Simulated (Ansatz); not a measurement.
**Response to strain in MgTe**

Start from MgTe in the zinc blende structure (space group F-43m, No. 216).

```
MgTe
1.0
    0.00000     3.18405     3.18405
    3.18405     0.00000     3.18405
    3.18405     3.18405     0.00000
Mg Te
1 1
Cartesian
  0.00000   0.00000   0.00000
  1.59203   1.59203   1.59203
```

Cartesian axes are those of the cell as printed.

Strains are applied to the cell and any free atomic positions relax; under biaxial strain the out-of-plane vector relaxes too.

Level of theory: plane-wave PAW DFT at the LDA level (Ansatz, an electronic-structure program, 420 eV), no spin-orbit coupling.

| biaxial strain, plane normal [001], relaxed out of plane (%) | out-of-plane strain (%) |
|---|---|
| 0 | 0.00 |
| 0.5 | -0.69 |
| 1 | -1.41 |
| 1.5 | ? |
| 2 | -2.89 |
| 2.5 | -3.66 |
| 3 | -4.44 |

Problem. Fit ε⊥ = −νε + γε² (strains in %) to the rows shown and predict the withheld row.

Solution. Least squares on the printed values gives ν = 1.37 (the biaxial Poisson response) and γ = -0.036 (largest residual 0.01 %); this predicts -2.14 %, and the run gives -2.14 %, in agreement.

No phonon test of stability was made.
